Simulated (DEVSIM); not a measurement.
System: abrupt Ge n-p junction, at 300 K.

Layer 1 from the left is Ge, thickness (μm) 0.220, Nd (cm⁻³) 2.7e15, τn (s) 4.9e-5, τp (s) 4.9e-5. Layer 2 from the left is Ge, thickness (μm) 61.0, Na (cm⁻³) 2.9e17, τn (s) 4.9e-5, τp (s) 4.9e-5.

Left contact: ohmic. Right contact: ohmic. Voltage is applied to the left contact. Recombination: SRH at mid-gap, Auger. Mobility is constant in doping.

This is a model device: material constants are rounded textbook-type values typed into the input, and sizes, dopings and lifetimes were drawn at random. Values at 300 K.

Ge: gap (eV) 0.664, affinity (eV) 4, permittivity 16, Nc (cm⁻³) 1.04e19, Nv (cm⁻³) 6e18, μn (cm²/Vs) 3900, μp (cm²/Vs) 1900, Cn (cm⁶/s) 1e-31, Cp (cm⁶/s) 1e-31.

Simulated with DEVSIM: 1D drift-diffusion, Boltzmann statistics, complete ionisation; no tunnelling, impact ionisation, image-force lowering or self-heating.

### Question
What does the simulation give for the largest field in the device at zero bias, the potential step across the device at zero bias, the dark forward voltage at 100 A/cm²?

### Answer
largest field in the device at zero bias 29000 V/cm; potential step across the device at zero bias 0.372 V; dark forward voltage at 100 A/cm² 0.160 V.
